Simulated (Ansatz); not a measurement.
Pressure series in TiTe2

The parent structure is TiTe2 in the CdI2 type structure (space group P-3m1, No. 164; a = 3.697 Å, c = 6.384 Å; layered, stacked along the Cartesian z axis).

Cell and atoms are relaxed at each pressure.

Method: PBE-D3(BJ), PAW, 420 eV (Ansatz, a quantum-chemistry and plane-wave program; without spin-orbit coupling).

```tsv
pressure (GPa)	volume per atom (Å³/atom)
-2	26.884
-1	?
0	25.193
0.3	25.010
0.7	24.784
1.5	24.379
3	23.726
5	23.008
10	21.640
```

Question: Fit the third-order Birch–Murnaghan form P(V) = (3B₀/2)[(V₀/V)^(7/3) − (V₀/V)^(5/3)]·[1 + (3/4)(B₀′ − 4)((V₀/V)^(2/3) − 1)] (squares taken in P) to the rows shown and predict the withheld row.

Answer: Least squares on the printed values gives V₀ = 25.219 Å³/atom, B₀ = 39.7 GPa, B₀′ = 6.7; this predicts 25.926 Å³/atom, and the run gives 25.893 Å³/atom, 0.033 lower.

Load acts through the strain it causes; cell and atoms are relaxed under it. Whether these cells are dynamically stable was not tested. Competing high-pressure phases were not computed. All final runs are without spin polarisation.
